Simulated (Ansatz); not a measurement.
**KCl: pressure series**

Base system: KCl in the rock salt structure (space group Fm-3m, No. 225; a = 6.292 Å).

Cell and atoms are relaxed at each pressure.

The values are results of plane-wave PAW DFT at the r2SCAN level (Ansatz, a quantum-chemistry and plane-wave program, 500 eV), no spin-orbit coupling, not measurements.

Candidates:
(a) pressure 5 GPa
(b) pressure −2 GPa
(c) pressure 0.3 GPa

Before the change:

```
Property    Value
--------  -------
Band gap  5.83 eV
```

Task: Order them by band gap, lowest first.

Result: (b) pressure −2 GPa (5.34 eV), (c) pressure 0.3 GPa (5.88 eV), (a) pressure 5 GPa (6.50 eV)

Load acts through the strain it causes; cell and atoms are relaxed under it. No phonon test of stability was made. No other phases were tried under pressure.
